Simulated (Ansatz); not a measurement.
## SnGe15: finite-temperature simulation (1290 K)

System: composition SnGe15, cell Sn4Ge60, held well above this temperature first [in the run: it was liquid; mean temperature 1341 K (target 1290 K); density 5.16 g/cm³].

Computed with PBE (plane waves, PAW; Ansatz, a quantum-chemistry and plane-wave program).

| Property | Result |
|---|---|
| number of atoms | 64 |
| time step | 3.0 fs; target pressure 0 GPa |
| sampled time | 5.8 ps (NVE); in preparation the cell's shape was held |
| plane-wave cutoff | 420 eV |
| k-points | one point, (1/4, 1/4, 1/4) |
| Fermi-Dirac width | 0.111 eV |
| spin | not polarised; no spin-orbit coupling |

- mean temperature: 1341 ± 11 K
- mean pressure: -0.08 ± 0.09 GPa
- volume per atom: 24.3 Å³
- density: 5.16 g/cm³
- first peak of g(Ge-Ge): 2.68 Å, height 2.1
- first minimum of g(Ge-Ge): near 3.9 Å
- first peak of g(Ge-Sn): 2.94 Å, height 2.2
- first minimum of g(Ge-Sn): near 4.0 Å
- first peak of g(Sn-Sn): 3.18 Å, height 1.7
- first minimum of g(Sn-Sn): near 4.5 Å
- coordination of Ge (bonds up to Ge-Ge 3.86, Ge-Sn 4.02 Å): 9.4 (9-fold 27 %, 10-fold 26 %, 8-fold 17 %)
- coordination of Sn (bonds up to Ge-Sn 4.02, Sn-Sn 4.54 Å): 10.8 (11-fold 25 %, 10-fold 21 %, 12-fold 20 %)
- Ge-Ge-Ge angle: mean 96°, spread 34°, most frequent near 52°
- Ge-Ge-Sn angle: mean 98°, spread 34°, most frequent near 56°
- Ge-Sn-Ge angle: mean 96°, spread 35°, most frequent near 50°
- state: all species diffuse (liquid)
- diffusion coefficient of Ge (no finite-size correction): 14 × 10⁻⁵ cm²/s (± 0.9)
- mean vibrational (phonon) frequency: 2.5 THz

Preparation at the same level, by Langevin dynamics: ease 0.20 ps at 1012 K; melt 0.67 ps at 2023 K, volume free at 4 GPa; cool 0.21 ps from 2023 to 1368 K (3200 K/ps); cool 0.55 ps from 1368 to 1290 K (140 K/ps), volume free; settle 1.48 ps at 1290 K, volume free; hold 0.33 ps at 1290 K. The atoms began on random sites, so units and networks may differ from a laboratory melt's. Atoms moved only 1.0 Å² (mean square) in the hot stage, so mixing may be incomplete. On the run's last frame a denser k-mesh moved the forces by 0.089 eV/Å rms, the static pressure by 0.12 GPa and the free energy by 9 meV/atom, which is about how far such values are converged. Warnings of the run: stress scf threshold loose, symmetry auto disabled.

The run lasts picoseconds, in a cell of about a nanometre.
